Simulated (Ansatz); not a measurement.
Base system: InAs in the zinc blende structure (space group F-43m, No. 216; a = 6.1096 Å). Axes: x, y, z lie along the cube axes.

Computed with plane-wave PAW DFT at the r2SCAN level (Ansatz, a first-principles code, 500 eV), spin-orbit coupling left out.

Strains are applied to the cell and any free atomic positions relax; under biaxial strain the out-of-plane vector relaxes too.

One change was made to it. Results:

| quantity | base | after |
|---|---|---|
| pressure (mean of the normal stresses, compression positive) | 0.00 GPa | 0.69 GPa |
| energy relative to the base (free energy F) | 0 meV/atom | +1.5 meV/atom |
| valley order (the lowest conduction-band minima on the path, energy above the VBM, named in the base's zone) | Γ 0.08 eV; L along ⟨111⟩ 1.25 eV | Γ 0.11 eV; L along [1-11] 1.21 eV; L along [111] 1.36 eV |

Problem. What was done to the base?
A) biaxial strain −2.08 %, plane normal [111], relaxed out of plane
B) biaxial strain −0.42 %, plane normal [111], relaxed out of plane
C) biaxial strain −0.83 %, plane normal [111], relaxed out of plane
D) biaxial strain −2.50 %, plane normal [111], relaxed out of plane

Solution. C, biaxial strain −0.83 %, plane normal [111], relaxed out of plane. For comparison, the valley order in the other runs: biaxial strain −2.50 %, plane normal [111], relaxed out of plane gives Γ 0.14 eV; L along [1-11] 1.11 eV; L along [111] 1.60 eV; X along [100] 1.64 eV; biaxial strain −0.42 %, plane normal [111], relaxed out of plane gives Γ 0.10 eV; L along [1-11] 1.23 eV; L along [111] 1.31 eV; biaxial strain −2.08 %, plane normal [111], relaxed out of plane gives Γ 0.14 eV; L along [1-11] 1.13 eV; L along [111] 1.54 eV.

The levels and masses belong to the bands next to the band gap. Whether these cells are dynamically stable was not tested.
